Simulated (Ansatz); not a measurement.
This Ansatz (an electronic-structure program) input is the reference run, BeSe in the zinc blende structure (space group F-43m, No. 216), computed with PBEsol, PAW, 420 eV (Ansatz; no spin-orbit coupling):

Ansatz 0.2 input:
```yaml
crystal:
  lattice:
    - [0, 2.5644539834, 2.5644539834]
    - [2.5644539834, 0, 2.5644539834]
    - [2.5644539834, 2.5644539834, 0]
  atoms:
    - { symbol: Be, position: [0, 0, 0] }
    - { symbol: Se, position: [0.25, 0.25, 0.25] }
basis: { ecutwfc: 420, ecutrho_ratio: 4, xc_grid: 2, fft_grid_basis: typed }
kpoints: { mp_grid: { grid: [11, 11, 11] } }
hamiltonian:
  xc: pbesol
  dispersion: none
  pseudopotentials: { kind: paw }
scf: { occupations: { method: fermi_dirac, width: 0.05 }, convergence: { dr2_threshold: 0.0000000002 } }
output: { forces: true, stress: true }
checkpoint: { write: state.ck, write_every: 1000 }
```

**Question.** Write the input for this change: a pure shear with ε_xy = ε_yx = 0.0086, atoms relaxed at fixed cell.

**Answer.** 
Ansatz 0.2 input:
```yaml
crystal:
  lattice:
    - [0.0220543043, 2.5644539834, 2.5644539834]
    - [2.5644539834, 0.0220543043, 2.5644539834]
    - [2.5865082877, 2.5865082877, 0]
  atoms:
    - { symbol: Be, position: [0, 0, 0] }
    - { symbol: Se, position: [0.25, 0.25, 0.25] }
basis: { ecutwfc: 420, ecutrho_ratio: 4, xc_grid: 2, fft_grid_basis: typed }
kpoints: { mp_grid: { grid: [11, 11, 11] } }
hamiltonian:
  xc: pbesol
  dispersion: none
  pseudopotentials: { kind: paw }
scf: { occupations: { method: fermi_dirac, width: 0.05 }, convergence: { dr2_threshold: 0.0000000002 } }
relax: { f_tol: 0.005, max_steps: 50 }
output: { forces: true, stress: true }
checkpoint: { write: state.ck, write_every: 1000 }
```
This is the input that was run.

The cells carry an imposed strain or load. Stability against distortions was not tested.
